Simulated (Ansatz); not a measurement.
## Point defects in HfSi2

Consider a 12-atom supercell of HfSi₂ (space group Cmcm, No. 63) at its relaxed geometry.

```yaml
crystal:
  lattice:
    - [1.82513, -7.17483, 0.00000]
    - [3.65027, 0.00000, -3.63523]
    - [3.65027, 0.00000, 3.63523]
  atoms:
    - { symbol: Si, position: [0.88952, 0.65262, 0.40262] }
    - { symbol: Si, position: [0.88952, 0.15262, 0.90262] }
    - { symbol: Si, position: [0.11048, 0.34738, 0.59738] }
    - { symbol: Si, position: [0.11048, 0.84738, 0.09738] }
    - { symbol: Si, position: [0.49973, 0.00007, 0.75007] }
    - { symbol: Si, position: [0.49973, 0.50007, 0.25007] }
    - { symbol: Si, position: [0.50027, 0.99993, 0.24993] }
    - { symbol: Si, position: [0.50027, 0.49993, 0.74993] }
    - { symbol: Hf, position: [0.20948, 0.82263, 0.57263] }
    - { symbol: Hf, position: [0.20948, 0.32263, 0.07263] }
    - { symbol: Hf, position: [0.79052, 0.17737, 0.42737] }
    - { symbol: Hf, position: [0.79052, 0.67737, 0.92737] }
```

One neutral defect a cell, atoms relaxed at fixed cell.

Level of theory: PBEsol, PAW, 420 eV (Ansatz, a program for electronic structure; no spin-orbit coupling).

```csv
case,largest displacement of a host atom from its site in the perfect cell,pressure
perfect supercell,–,0.0 GPa
Si on a Hf site (antisite),1.50 Å,-1.1 GPa
"Hf vacancy, symmetric start",0.15 Å,-3.3 GPa
"H interstitial (started 1.78 Å from the nearest host atom), symmetric start",0.11 Å,2.2 GPa
"Si interstitial (started 1.85 Å from the nearest host atom), symmetric start",2.06 Å,13.8 GPa
Sn on a Si site,0.15 Å,8.2 GPa
```

The cell is small, so the values are those of an ordered compound at a high defect concentration; dilute-limit values will differ. Defects with a symmetric start kept the site's symmetry and may sit on a saddle; the others started slightly shaken. The final runs are not spin-polarised.
